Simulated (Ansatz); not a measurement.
Abridged Ansatz (an electronic-structure program) output:

```
Pseudopotential: La, paw, valence charge 11
Crystal: 1 atoms, lattice volume = 34.709 Å³
Basis set: ecut = 420 eV, 675 PW (Γ), exchange–correlation on 48×48×48 points (8 copies of the dense FFT grid, shifted against one another)
Bands: 10, of which v1, the nominal top of the filled ones, is band 6 counted from 1 (5 counted from 0)
Symmetry: 48 space group operations
k-points: 145 of 4096
Functional: x = pbesol(κ = 0.804, μ = 0.12345679012345678), c = pbesol(β = 0.046)
SCF iter   1: F=—  HF=-6161.432013 eV  |F-HF|=—  |Δ(HF+E_count)|=         —  Δρ=2.31e-2  dr2=2.14e-1  ethr=3.10e-3  ⟨swp⟩=3.5  Hψ=6885  notcnv=0
SCF iter   2: F=—  HF=-6161.372314 eV  |F-HF|=—  |Δ(HF+E_count)|=   5.97e-2  Δρ=1.24e-2  dr2=6.50e-2  ethr=1.94e-3  ⟨swp⟩=2.1  Hψ=3211  notcnv=0  defer=1
SCF 1 converged in 8 iterations: F = -6161.341824 eV  dr2 = 3.12e-11
SCF converged after 8 iterations
Free energy (F): -6161.341824 eV
Internal energy: -6161.314787 eV  (E = F + TS)
E sigma→0 (E₀):  -6161.328306 eV
Entropy (-TS):   -0.027037 eV (-27.037 meV/atom)
Fermi energy:    11.692083 eV
--- Forces (eV/Å), atoms counted from 1 ---
  atom   1  La    -0.00000000    -0.00000000    -0.00000000
--- Stress (GPa, compression-positive) ---
        0.000066      -0.000000      -0.000000
       -0.000000       0.000066      -0.000000
        0.000000       0.000000       0.000066
  P = ⅓ Tr σ = 0.0001 GPa (0.001 kbar)
```

Q: What was computed, and what are the main results?

A: La, 1 atom in the cell, with Ansatz, PBEsol, PAW, cutoff 420 eV, no spin-orbit coupling, earlier PAW set. The last SCF converged to F = -6161.341824 eV, or -6161.3418 eV per atom, at a pressure of 0.00 GPa. The total energy compares only with runs of the same code, potentials and settings.

No phonon test of stability was made. All final runs are without spin polarisation. The cell was made from Cs by this change: Cs → La; the result is a model cell, its experimental status unchecked. This is not the structure that La has at room temperature and ambient pressure.
